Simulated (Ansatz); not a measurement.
Hf2N2O (C2/m, No. 12, 15 atoms in the cell; start mp-755314)

These are PBE0 in Ansatz (PAW) values and carry that method's errors.

Numerical settings: plane-wave cutoff 460 eV, 6×6×4 k mesh (along the axes of the cell as run), Fermi–Dirac smearing 0.01 eV, scalar-relativistic PAW data made under PBE.

Cell (relaxed with PBEsol):

Space group C2/m (No. 12); a = 13.5513 Å, b = 3.2396 Å, c = 8.1256 Å, α = 90.00°, β = 100.35°, γ = 90.00°

```json
[
 {"atom": "Hf", "site": "4i", "symmetry": "m", "x": "0.0310", "y": "0.0000", "z": "0.8082"},
 {"atom": "Hf", "site": "4i", "symmetry": "m", "x": "0.3701", "y": "0.0000", "z": "0.5259"},
 {"atom": "Hf", "site": "4i", "symmetry": "m", "x": "0.1947", "y": "0.5000", "z": "0.1314"},
 {"atom": "N", "site": "4i", "symmetry": "m", "x": "0.4644", "y": "0.0000", "z": "0.3440"},
 {"atom": "N", "site": "4i", "symmetry": "m", "x": "0.3281", "y": "0.5000", "z": "0.0363"},
 {"atom": "N", "site": "4i", "symmetry": "m", "x": "0.1267", "y": "0.0000", "z": "0.2849"},
 {"atom": "O", "site": "4i", "symmetry": "m", "x": "0.2108", "y": "0.0000", "z": "0.6173"},
 {"atom": "O", "site": "2b", "symmetry": "2/m", "x": "0.0000", "y": "0.5000", "z": "0.0000"}
]
```
(The calculation used a cell of 15 atoms; values per cell refer to that cell.)

```
Item                                          Result
-------------------------------------------  -------
band gap                                     3.82 eV
smallest direct gap on the k points sampled  4.13 eV
Γ–Γ gap                                      4.25 eV
```

Note: cell and atoms aren't relaxed at this level (largest force component 0.15 eV/Å, pressure 3.1 GPa).

Spin–orbit coupling is not included.

Static lattice: no zero-point or thermal effects.

A start named mp-… is a Materials Project structure, which need not be a measured phase.

Ansatz is a quantum-chemistry and plane-wave program.
